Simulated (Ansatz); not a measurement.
The starting structures come from a database of crystals and need not be the phases stable at ambient conditions.

The decay constant κ of evanescent states in the gap governs leakage through a thin film.

Input:

```
SnSe2
1.0
    6.00819     0.00000     0.00000
    0.00000     6.65090     0.00000
    0.00000     3.32545     1.91995
Sn Se
1 2
Direct
  0.00000   0.00000   0.00000
  0.26526   0.33333   0.00000
  0.73474   0.66667   0.00000
```

The cell was relaxed by PBE-D3(BJ).

Transport runs along the normal of the first two printed cell vectors, the (110) plane of the conventional cell.

No gap correction and no spin-orbit coupling; mid-gap is the computed energy nearest the middle.

Question: Give the band gap and the smallest decay constant κ at mid-gap that r2SCAN in Ansatz (a first-principles code) yields.

Answer: Gap 0.62 eV on a 6×16×16 mesh; κ = 0.114 1/Å, at (-0.333, 0.167) of the in-plane reciprocal vectors. At the zone centre the slowest state has κ = 0.11 1/Å.
